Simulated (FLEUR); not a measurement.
A self-consistent single point of RbBr (Fm-3m, 2 atoms in the cell) with FLEUR.

Method: PBE, all-electron FLAPW (FLEUR), scalar-relativistic valence run with FLEUR.

The change in words: lattice scaled by 0.98. Reference geometry:
```yaml
crystal:
  lattice:
    - [0.00000, 3.42312, 3.42312]
    - [3.42312, 0.00000, 3.42312]
    - [3.42312, 3.42312, 0.00000]
  atoms:
    - { symbol: Rb, position: [0.00000, 0.00000, 0.00000] }
    - { symbol: Br, position: [0.50000, 0.50000, 0.50000] }
```

Reference input (self-consistent single point, DFT, PBE, all-electron FLAPW (FLEUR), scalar-relativistic valence): Kmax = 3.8 1/bohr; GmaxXC = 11.4 1/bohr; xcFunctional = pbe; jspins = 1; l_soc = F; mode = hist; fermiSmearingEnergy = 0.00183747 Htr; mesh (inpgen div1-3) = 7 7 7; inpgen gamma flag = false; Gmax = 11.4 1/bohr; numbands = 0; maxIterBroyd = 15. This run's input differs from it in these lines:

```diff
@@ -3,6 +3,6 @@
 &input film=f /
--0.0000000000 0.7071067812 0.7071067812
-0.7071067812 -0.0000000000 0.7071067812
+0.0000000000 0.7071067812 0.7071067812
+0.7071067812 0.0000000000 0.7071067812
 0.7071067812 0.7071067812 -0.0000000000
-9.1482017771
+8.9652387037
 1.0 1.0 1.0
@@ -43,5 +43,5 @@
          <bravaisMatrix>
-            <row-1>    0.0000000000000000     6.4687555123733018     6.4687555123733018</row-1>
-            <row-2>    6.4687555123733018     0.0000000000000000     6.4687555123733018</row-2>
-            <row-3>    6.4687555123733018     6.4687555123733018     0.0000000000000000</row-3>
+            <row-1>    0.0000000000000000     6.3393810824629684     6.3393810824629684</row-1>
+            <row-2>    6.3393810824629684     0.0000000000000000     6.3393810824629684</row-2>
+            <row-3>    6.3393810824629684     6.3393810824629684     0.0000000000000000</row-3>
          </bravaisMatrix>
```

Output, abridged:

```
 Iteration:     1   Distance:       3.23050118 me/bohr^3
 Iteration:     2   Distance:       2.90630228 me/bohr^3
 Iteration:     3   Distance:       1.44113002 me/bohr^3
 Iteration:     4   Distance:       0.67308868 me/bohr^3
 Iteration:     5   Distance:       0.56948886 me/bohr^3
   [... 8 lines left out ...]
 Iteration:    14   Distance:       0.00002767 me/bohr^3
 Iteration:    15   Distance:       0.00001100 me/bohr^3
 Iteration:    16   Distance:       0.00001031 me/bohr^3
 Iteration:    17   Distance:       0.00000551 me/bohr^3
 Run finished successfully
 Stop message:
   Structural relaxation: Done

[file out, last iteration]
             iter=     18
[...]
          total density-effective poten   -9.0025948931E+03
          total charge density-energy d   -1.9325049189E+02
 Updated energy parameters for spin:           1
[...]
 fermi energy and band-weighting factors:

[...]
FERMIE:
          first approx. to ef    (T=0)  :   0.026580 htr   (energy of the highest occ. eigenvalue)
          number of occ. states  (T=0)  :        160
          first approx. to seigv (T=0)  :  -4.210045 htr
          sum of weights of occ. states :   8.000000
          sum of semicore charge        :   0.000000 e
FERHIS:  Fermi-Energy by histogram:
          bandgap                     :   0.169983 htr
   [... lines left out ...]
          charge neutrality (T=0)     :   0.000000    (zero if the highest occ. eigenvalue is "entirely" occupied)
 Direct bandgap for spin            1 :   0.16998303490704864       Htr
 ---->    free energy=                     -5588.2595525591 htr
   [... lines left out ...]
      extrapolation for T->0
 ---->    total electron energy=           -5588.2595525591 htr
 ***** TOTAL FORCES ON ATOMS *****
 TOTAL FORCE FOR ATOM TYPE=  1  X=  0.000   Y=  0.000   Z=  0.000
                       FX_TOT= 0.000000 FY_TOT= 0.000000 FZ_TOT= 0.000000
 TOTAL FORCE FOR ATOM TYPE=  2  X=  6.339   Y=  6.339   Z=  6.339
                       FX_TOT= 0.000000 FY_TOT= 0.000000 FZ_TOT= 0.000000
 Structural relaxation: Done
```

The run converged in 17 iterations. FLEUR gives forces in its relaxation mode, with a further iteration, so its stop message speaks of a relaxation. Against the reference run the free energy goes up by 24.1 meV/atom and the gap on the mesh goes from 4.454 to 4.625 eV.

The starting cell comes from a database of computed structures (which also holds hypothetical and non-ambient phases and stackings), without a prior relaxation at this level. Its lattice was rescaled by a random factor within 2.5 % of one. For this run, on top of that: lattice scaled by 0.98. Values depend on the basis (sphere radii, cutoffs, local orbitals), which need not be converged.

Cost on one core of a shared machine: roughly 60 s.
